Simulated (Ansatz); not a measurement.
# WSe2: response to strain

The parent structure is WSe2 (space group P6_3/mmc, No. 194; layered, stacked along the Cartesian z axis).

```
WSe2
1.0
    3.23049     0.00000     0.00000
   -1.61525     2.79769     0.00000
    0.00000     0.00000    12.41108
W Se
2 4
Direct
  0.66667   0.33333   0.75000
  0.33333   0.66667   0.25000
  0.66667   0.33333   0.38545
  0.33333   0.66667   0.88545
  0.33333   0.66667   0.61455
  0.66667   0.33333   0.11455
```

Cartesian axes are those of the cell as printed.

Strains are applied to the cell and any free atomic positions relax.

The values are results of DFT with PBEsol-D3(BJ), PAW potentials and a 420 eV plane-wave cutoff in Ansatz (a program for electronic structure), no SOC, not measurements.

Notes on the quantities. energy relative to the base: free energy F.

| case | energy relative to the base | hole mass | band gap | volume per atom |
|---|---|---|---|---|
| base | 0 meV/atom | 1.5 mₑ along c, 0.60 mₑ across (at Γ) | 0.67 eV | 18.70 Å³ |
| uniaxial strain ε_xx = +0.60 % | +0.5 meV/atom | 0.56 mₑ along x, 0.61 mₑ along y, 1.6 mₑ along z (at Γ) | 0.68 eV | 18.81 Å³ |
| uniaxial strain ε_xx = +1.20 % | +1.8 meV/atom | 0.53 mₑ along x, 0.61 mₑ along y, 1.6 mₑ along z (at Γ) | 0.69 eV | 18.92 Å³ |
| uniaxial strain ε_xx = +1.80 % | +4.1 meV/atom | 0.51 mₑ along x, 0.62 mₑ along y, 1.7 mₑ along z (at Γ) | 0.71 eV | 19.03 Å³ |
| uniaxial strain ε_xx = +2.40 % | +7.1 meV/atom | 0.48 mₑ along x, 0.63 mₑ along y, 1.8 mₑ along z (at Γ) | 0.72 eV | 19.14 Å³ |
| uniaxial strain ε_xx = +3.00 % | +11 meV/atom | 0.46 mₑ along x, 0.64 mₑ along y, 1.8 mₑ along z (at Γ) | 0.72 eV | 19.26 Å³ |

Spin-orbit coupling, missing from the scalar runs, can matter with W. Effective masses come from finite differences of ±0.01 Å⁻¹. No phonon test of stability was made.
